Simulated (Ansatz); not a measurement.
## A computed series for Ir: response to strain

The reference is Ir in the fcc (Cu type) structure (space group Fm-3m, No. 225; relaxed with 0.1 eV smearing).

```xyz
1
Lattice="0.0000 1.9225 1.9225 1.9225 0.0000 1.9225 1.9225 1.9225 0.0000" Properties=species:S:1:pos:R:3 pbc="T T T"
Ir     0.0000     0.0000     0.0000
```

Cartesian axes are those of the cell as printed.

Strains are applied to the cell and any free atomic positions relax; under biaxial strain the out-of-plane vector relaxes too.

Calculations: r2SCAN (Ansatz, a first-principles code), no spin-orbit coupling.

Notes on the quantities. energy relative to the base: free energy F.

```csv
"biaxial strain, plane normal [001], relaxed out of plane (%)",energy relative to the base (meV/atom)
0,0.0
0.5,1.5
1,5.9
1.5,?
2,22.8
2.5,35.0
3,49.6
```

Fit ΔE = Aε² + Bε³ (ε in %) to the rows shown and predict the withheld row.

Least squares on the printed values gives A = 6.07 and B = -0.19 meV/atom (largest residual 0.0 meV/atom); this predicts 13.0 meV/atom, and the run gives 13.0 meV/atom, in agreement.

Stability against distortions was not tested. The final runs are not spin-polarised.
